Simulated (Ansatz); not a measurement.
An Ansatz (a quantum-chemistry and plane-wave program) run: Rh with a change (biaxial strain +1.25 %, plane normal [111], relaxed out of plane); plane-wave PAW DFT at the PBEsol level (Ansatz, 420 eV), spin-orbit coupling left out.

Input:

Ansatz 0.2 input:
```yaml
crystal:
  lattice:
    - [2.7074078507, 0, 0]
    - [1.3537039254, 2.3446839771, 0]
    - [1.3537039254, -0.7815613257, 2.1696524153]
  atoms:
    - { symbol: Rh, position: [0, 0, 0] }
basis: { ecutwfc: 420, ecutrho_ratio: 4, xc_grid: 2, fft_grid_basis: typed }
kpoints: { mp_grid: { grid: [30, 30, 30] } }
hamiltonian:
  xc: pbesol
  dispersion: none
  pseudopotentials: { kind: paw }
scf: { occupations: { method: fermi_dirac, width: 0.1 } }
relax: { f_tol: 0.005, max_steps: 50, cell: { stress_tol: 0.01, fix: [a, b, gamma] } }
output: { forces: true, stress: true }
checkpoint: { write: state.ck, write_every: 1000 }
```

Output (explanatory and most iteration lines left out):

```
Relaxation: its limit of steps is 50 (relax.max_steps)
Pseudopotential: Rh, paw, valence charge 17
Crystal: 1 atoms, lattice volume = 13.773 Å³
Basis set: ecut = 420 eV, 283 PW (Γ), exchange–correlation on 40×40×36 points (8 copies of the dense FFT grid, shifted against one another)
Bands: 13, of which v1, the nominal top of the filled ones, is band 9 counted from 1 (8 counted from 0)
Symmetry: 12 space group operations
Space group: R-3m (ITA 166), of the structure as read, at distance tolerance 2.4e-5 Å
k-points: 2496 of 27000
Functional: x = pbesol(κ = 0.804, μ = 0.12345679012345678), c = pbesol(β = 0.046)
SCF iter   1: F=—  HF=-6338.762037 eV  |F-HF|=—  |Δ(HF+E_count)|=         —  Δρ=9.69e-3  dr2=1.03e-2  ethr=1.77e-3  ⟨swp⟩=4.9  Hψ=178905  notcnv=0
SCF iter   2: F=—  HF=-6338.759210 eV  |F-HF|=—  |Δ(HF+E_count)|=   2.83e-3  Δρ=3.84e-3  dr2=1.16e-3  ethr=6.07e-5  ⟨swp⟩=2.7  Hψ=71872  notcnv=0
SCF 1 converged in 6 iterations: F = -6338.758849 eV  dr2 = 2.51e-9
relax step   1: F+E_penalty+E_count = -6338.75884867 eV  Δ(F+E_penalty+E_count) = +0.000e0 eV  max|allowed force component| = 0.000e0 eV/Å  Δτ_max = 0.0000 Å  P = -5.058 GPa  Ω = 13.773 Å³  fix = [a, b, gamma]  reactions: a -7.471, b -7.471 GPa  (6 SCF iters, dr2 threshold 1.00e-7 eV, accepted)
[... steps on the carried basis left out ...]
relax step   3: F+E_penalty+E_count = -6338.75885612 eV  Δ(F+E_penalty+E_count) = +4.897e-7 eV  max|allowed force component| = 0.000e0 eV/Å  Δτ_max = 0.0000 Å  P = -4.941 GPa  Ω = 13.767 Å³  energy of the carried Pulay correction = +3.302e-6 eV  fix = [a, b, gamma]  reactions: a -7.412, b -7.412 GPa  (2 SCF iters, dr2 threshold 4.61e-8 eV, accepted)
Crystal: 1 atoms, lattice volume = 13.767 Å³
SCF iter   1: F=—  HF=-6338.758852 eV  |F-HF|=—  |Δ(HF+E_count)|=         —  Δρ=1.31e-5  dr2=2.10e-8  ethr=9.00e-9  ⟨swp⟩=3.3  Hψ=276049  notcnv=0
SCF iter   2: F=—  HF=-6338.758853 eV  |F-HF|=—  |Δ(HF+E_count)|=   6.91e-8  Δρ=5.14e-6  dr2=2.44e-9  ethr=1.23e-10  ⟨swp⟩=2.2  Hψ=50539  notcnv=0
SCF 4 converged in 5 iterations: F = -6338.758853 eV  dr2 = 3.08e-14
SCF converged after 5 iterations
Free energy (F): -6338.758853 eV
Internal energy: -6338.714724 eV  (E = F + TS)
E sigma→0 (E₀):  -6338.736788 eV
Entropy (-TS):   -0.044129 eV (-44.129 meV/atom)
Fermi energy:    22.195363 eV
--- Forces (eV/Å), atoms counted from 1 ---
  atom   1  Rh     0.00000000    -0.00000000     0.00000000
--- Stress (GPa, compression-positive) ---
       -7.412002       0.000000       0.000000
        0.000000      -7.412002      -0.000000
        0.000000      -0.000000       0.000179
  P = ⅓ Tr σ = -4.9413 GPa (-49.413 kbar)
--- Relaxed structure (3 steps of the walk, 3 accepted, 1 SCFs on fresh bases) ---
  cell:  # Å, volume = 13.7673 Å³
    - [2.7074078506932873, -2.8867511121418893e-11, -4.1595105634275524e-11]
    - [1.3537039253716436, 2.3446839770913797, -2.079750167688732e-11]
    - [1.3537039253716299, -0.7815613257163716, 2.168749899489959]
  atoms:
    - { symbol: Rh, position: [0.0, 0.0, 0.0] }
```

Stability against distortions was not tested. The final runs are not spin-polarised. The cell was made from Rh in the fcc (Cu type) structure (space group Fm-3m, No. 225) by this change: biaxial strain +1.25 %, plane normal [111], relaxed out of plane.
